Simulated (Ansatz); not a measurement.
Defect: interstitial Be in beta Ga2O3, charge state +2. Calculation: PBE, PAW (plane waves to 420 eV; Ansatz, a program for electronic structure).

120-site cell at the relaxed PBE lattice, the Γ point alone, smearing 0.01 eV, spin-restricted, no finite-size correction. Energies are static. The charge state is imposed; whether it is stable for some Fermi level was not computed. Sites that were not tried may lie lower.

Barriers: single points on a 2×2×2 k-point mesh shifted by half a step at the bands' geometries.

The step: a concerted move, in which Be travels most; the atom moves 1.94 Å along (0.01, 0.50, -0.19) of the unit cell; the moving atom starts with neighbours O at 1.62, 2 O at 1.66, O at 1.79 Å and ends with O at 1.62, 2 O at 1.66, O at 1.79 Å.

Question: Estimate the migration barrier of this step that PBE, PAW returns for this input.

Answer: 0.76 eV, the same both ways. At the saddle the moving atom has neighbours O at 1.54, O at 1.65, O at 1.73, O at 2.06 Å. The saddle point's order was not checked.
